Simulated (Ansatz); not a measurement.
## How a calculation on CrO2 (P1, 6 atoms in the cell) responds to its settings

```xyz
6
Lattice="4.4092 0.0000 0.0000 0.0000 4.4092 0.0000 0.0000 0.0000 2.9139" Properties=species:S:1:pos:R:3 pbc="T T T"
Cr     0.0578     0.0199     1.3893
Cr     2.2092     2.1852     0.0513
O      0.8597     0.9065    -0.0176
O      3.5063     3.4932    -0.0009
O      1.3174     3.1099     1.4490
O      3.0725     1.3084     1.4997
```
Moments meant for the start (each program seeds them in its own way; μB, in the order of the atoms Cr Cr O O O O): 3.0 3.0 0.0 0.0 0.0 0.0.

Base run A: PBEsol+U, PAW files made with PBE (Ansatz, a quantum-chemistry and plane-wave program), self-consistent single point.

Its settings: kpoints.mp_grid.grid = 4 4 6; hamiltonian.xc = pbesol; hamiltonian.pseudopotentials = {kind: paw} (the program's default PAW files); hamiltonian.hubbard.sites = [{species: Cr, l: d, u_eff: 3.7}] eV; hamiltonian.hubbard.projectors = ortho-atomic; magnetization.spin_polarized = true; scf.occupations.method = cold; scf.occupations.width = 0.2 eV.

The starting cell comes from a database of computed structures (which also holds hypothetical and non-ambient phases and stackings), without a prior relaxation at this level. Its atoms were displaced at random from the sites of space group no. 136. The magnetic order is the one reached from the typed start; others were not searched systematically. With U or open f shells several self-consistent states can exist. In the base run, with a pressure of about 3 GPa the cell is away from its equilibrium volume at this level. In the base run, forces exceed 1 eV/Å. Ansatz's pressure includes its estimate of the finite-basis (Pulay) stress. Without a gap this mesh is coarse (it stands for a supercell whose shortest vector is 17 Å).

ΔF is the free energy per atom less that of run A. 

These are the values that this program gave, and no reference: magnets with a U can end in a higher state.

Run A gave: pressure (GPa) 3.21; largest force (eV/Å) 1.980; size of the net moment (μB/atom) 0.67; TS (meV/atom) -1.0; Hubbard energy (eV/atom) 0.959.

Runs:
- B: scf.occupations.method, scf.occupations.width = gaussian, 0.05 eV
- C: scf.occupations.method, scf.occupations.width = gaussian, 0.1 eV
- D: scf.occupations.method, scf.occupations.width = fermi_dirac, 0.2 eV
- E: scf.occupations.method, scf.occupations.width = fermi_dirac, 0.3 eV
- F: scf.occupations.method, scf.occupations.width = methfessel_paxton, 0.05 eV
- G: scf.occupations.method, scf.occupations.width = methfessel_paxton, 0.3 eV
- H: scf.occupations.method, scf.occupations.width = cold, 0.05 eV
- I: scf.occupations.method, scf.occupations.width = cold, 0.3 eV
- J: scf.occupations.method, scf.occupations.width = tetrahedron, default

Question: What does run D change against A?

Answer: The free energy drops by 15.0 meV/atom, the pressure goes from 3.21 to 3.81 GPa, the largest force goes from 1.980 to 1.904 eV/Å and the size of the net moment stays at 0.67 μB/atom.

Question: What does run E change against A?

Answer: The free energy falls by 39.0 meV/atom, the pressure goes from 3.21 to 4.62 GPa, the largest force goes from 1.980 to 1.840 eV/Å and the size of the net moment stays at 0.67 μB/atom.

```json
[
 {"run": "A", "ΔF (meV/atom)": "0.00", "pressure (GPa)": "3.21", "largest force (eV/Å)": "1.980", "size of the net moment (μB/atom)": "0.67", "TS (meV/atom)": "-1.0", "Hubbard energy (eV/atom)": "0.959"},
 {"run": "B", "ΔF (meV/atom)": "-0.29", "pressure (GPa)": "3.20", "largest force (eV/Å)": "1.976", "size of the net moment (μB/atom)": "0.67", "TS (meV/atom)": "0.3", "Hubbard energy (eV/atom)": "0.959"},
 {"run": "C", "ΔF (meV/atom)": "-0.67", "pressure (GPa)": "3.21", "largest force (eV/Å)": "1.974", "size of the net moment (μB/atom)": "0.67", "TS (meV/atom)": "1.0", "Hubbard energy (eV/atom)": "0.960"},
 {"run": "D", "ΔF (meV/atom)": "-15.0", "pressure (GPa)": "3.81", "largest force (eV/Å)": "1.904", "size of the net moment (μB/atom)": "0.67", "TS (meV/atom)": "35.2", "Hubbard energy (eV/atom)": "0.958"},
 {"run": "E", "ΔF (meV/atom)": "-39.0", "pressure (GPa)": "4.62", "largest force (eV/Å)": "1.840", "size of the net moment (μB/atom)": "0.67", "TS (meV/atom)": "91.3", "Hubbard energy (eV/atom)": "0.956"},
 {"run": "F", "ΔF (meV/atom)": "-0.15", "pressure (GPa)": "3.21", "largest force (eV/Å)": "1.977", "size of the net moment (μB/atom)": "0.67", "TS (meV/atom)": "0.0", "Hubbard energy (eV/atom)": "0.959"},
 {"run": "G", "ΔF (meV/atom)": "0.04", "pressure (GPa)": "3.16", "largest force (eV/Å)": "1.984", "size of the net moment (μB/atom)": "0.67", "TS (meV/atom)": "-1.7", "Hubbard energy (eV/atom)": "0.960"},
 {"run": "H", "ΔF (meV/atom)": "-0.16", "pressure (GPa)": "3.20", "largest force (eV/Å)": "1.976", "size of the net moment (μB/atom)": "0.67", "TS (meV/atom)": "0.0", "Hubbard energy (eV/atom)": "0.959"},
 {"run": "I", "ΔF (meV/atom)": "0.86", "pressure (GPa)": "3.19", "largest force (eV/Å)": "1.978", "size of the net moment (μB/atom)": "0.67", "TS (meV/atom)": "-3.9", "Hubbard energy (eV/atom)": "0.959"},
 {"run": "J", "ΔF (meV/atom)": "-0.21", "pressure (GPa)": "3.27", "largest force (eV/Å)": "1.964", "size of the net moment (μB/atom)": "0.67", "TS (meV/atom)": "0.5", "Hubbard energy (eV/atom)": "0.958"}
]
```

Keys are those of Ansatz 0.2.
